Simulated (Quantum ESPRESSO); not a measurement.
Quantum ESPRESSO run on TiCo₂ (Fd-3m, 6 atoms in the cell): self-consistent single point.

Method: LDA (PZ), GBRV 1.5 ultrasoft (LDA) pseudopotentials (plane waves; Quantum ESPRESSO).

The change in words: opposed starting moments (1 -1 -3 -3 -3 3 μB); pseudopotentials: {Ti: ti_lda_v1.4.uspp.F.UPF, Co: co_lda_v1.2.uspp.F.UPF} → {Ti1: ti_lda_v1.4.uspp.F.UPF, Ti2: ti_lda_v1.4.uspp.F.UPF, Co1: co_lda_v1.2.uspp.F.UPF, Co2: co_lda_v1.2.uspp.F.UPF}. Reference geometry:
```xyz
6
Lattice="0.0000 3.3083 3.3083 3.3083 0.0000 3.3083 3.3083 3.3083 0.0000" Properties=species:S:1:pos:R:3 pbc="T T T"
Ti     3.3083     3.3083     3.3083
Ti     4.9624     4.9624     4.9624
Co     0.8271     2.4812     2.4812
Co     2.4812     2.4812     0.8271
Co     2.4812     0.8271     2.4812
Co     0.8271     0.8271     0.8271
```
Moments meant for the start (each program seeds them in its own way; μB, in the order of the atoms Ti Ti Co Co Co Co): 1.0 1.0 3.0 3.0 3.0 3.0.

Reference input (self-consistent single point, DFT, LDA (PZ), plane waves, GBRV 1.5 ultrasoft (LDA) pseudopotentials): ecutwfc = 50 Ry; ecutrho = 400 Ry; occupations = smearing; smearing = marzari-vanderbilt; degauss = 0.0073499 Ry; nspin = 2; potentials = {Ti: ti_lda_v1.4.uspp.F.UPF, Co: co_lda_v1.2.uspp.F.UPF}; K_POINTS = automatic 5 5 5 0 0 0; conv_thr = 1e-11 Ry; mixing_beta = 0.3. This run's input differs from it in these lines:

```diff
@@ -10,3 +10,3 @@
     nat = 6
-    ntyp = 2
+    ntyp = 4
     ecutwfc = 50
@@ -18,3 +18,5 @@
     starting_magnetization(1) = 0.083
-    starting_magnetization(2) = 0.176
+    starting_magnetization(2) = -0.083
+    starting_magnetization(3) = -0.176
+    starting_magnetization(4) = 0.176
 /
@@ -25,11 +27,13 @@
 ATOMIC_SPECIES
-Ti    47.8670  ti_lda_v1.4.uspp.F.UPF
-Co    58.9332  co_lda_v1.2.uspp.F.UPF
+Ti1   47.8670  ti_lda_v1.4.uspp.F.UPF
+Ti2   47.8670  ti_lda_v1.4.uspp.F.UPF
+Co1   58.9332  co_lda_v1.2.uspp.F.UPF
+Co2   58.9332  co_lda_v1.2.uspp.F.UPF
 ATOMIC_POSITIONS {angstrom}
-Ti    3.3082800000    3.3082800000    3.3082800000
-Ti    4.9624200000    4.9624200000    4.9624200000
-Co    0.8270700000    2.4812100000    2.4812100000
-Co    2.4812100000    2.4812100000    0.8270700000
-Co    2.4812100000    0.8270700000    2.4812100000
-Co    0.8270700000    0.8270700000    0.8270700000
+Ti1   3.3082800000    3.3082800000    3.3082800000
+Ti2   4.9624200000    4.9624200000    4.9624200000
+Co1   0.8270700000    2.4812100000    2.4812100000
+Co1   2.4812100000    2.4812100000    0.8270700000
+Co1   2.4812100000    0.8270700000    2.4812100000
+Co2   0.8270700000    0.8270700000    0.8270700000
 K_POINTS {automatic}
```

The program printed (abridged):

```
     Self-consistent Calculation

     iteration #  1     ecut=    50.00 Ry     beta= 0.30

     negative rho (up, down):  2.364E-06 0.000E+00

     total energy              =   -1379.66523214 Ry
     estimated scf accuracy    <     144.07718730 Ry

     total magnetization       =    -1.74 Bohr mag/cell
     absolute magnetization    =     3.86 Bohr mag/cell

     iteration #  2     ecut=    50.00 Ry     beta= 0.30

     negative rho (up, down):  9.046E-05 7.512E-05

     total energy              =   -1433.72186575 Ry
     estimated scf accuracy    <      95.47884520 Ry

     total magnetization       =    -0.03 Bohr mag/cell
   [... lines left out ...]

     total magnetization       =    -0.00 Bohr mag/cell
     absolute magnetization    =     0.00 Bohr mag/cell

     iteration # 42     ecut=    50.00 Ry     beta= 0.30

     negative rho (up, down):  3.146E-04 3.146E-04

     Magnetic moment per site  (integrated on atomic sphere of radius R)
     atom   1 (R=0.242)  charge= 10.2745  magn=  0.0000
     atom   2 (R=0.242)  charge= 10.2745  magn=  0.0000
     atom   3 (R=0.206)  charge= 15.3653  magn= -0.0000
     atom   4 (R=0.206)  charge= 15.3653  magn= -0.0000
     atom   5 (R=0.206)  charge= 15.3653  magn= -0.0000
     atom   6 (R=0.206)  charge= 15.3653  magn= -0.0000
     End of self-consistent calculation

     the Fermi energy is    17.3077 ev

!    total energy              =   -1432.00698893 Ry
     estimated scf accuracy    <          7.4E-12 Ry
     smearing contrib. (-TS)   =      -0.00053083 Ry
     internal energy E=F+TS    =   -1432.00645810 Ry

     total magnetization       =    -0.00 Bohr mag/cell
     absolute magnetization    =     0.00 Bohr mag/cell

     convergence has been achieved in  42 iterations

     negative rho (up, down):  3.146E-04 3.146E-04

     Forces acting on atoms (cartesian axes, Ry/au):

     atom    1 type  1   force =     0.00000003    0.00000003    0.00000003
     atom    2 type  2   force =    -0.00000003   -0.00000003   -0.00000003
     atom    3 type  3   force =     0.00000003   -0.00000002   -0.00000002
   [... lines left out ...]
     Total force =     0.000000     Total SCF correction =     0.000001
   [... lines left out ...]

     negative rho (up, down):  3.146E-04 3.146E-04
          total   stress  (Ry/bohr**3)                   (kbar)     P=     -137.17
  -0.00093247   0.00000004   0.00000004         -137.17        0.01        0.01
   0.00000004  -0.00093247   0.00000004            0.01     -137.17        0.01
   0.00000004   0.00000004  -0.00093247            0.01        0.01     -137.17

   JOB DONE.
```

The run converged in 42 iterations. Against the reference run the pressure stays at -13.72 GPa. The full log also holds: “SCF correction compared to forces is large: reduce conv_thr to get better values”.

The starting cell comes from a database of computed structures (which also holds hypothetical and non-ambient phases and stackings), without a prior relaxation at this level. Its lattice was rescaled by a random factor within 2.5 % of one. The starting moments vanished: the run ended non-magnetic, which need not be the lowest state. With a pressure of about -14 GPa the cell is away from its equilibrium volume at this level.

Cost on one core of a shared machine: roughly 10 min.
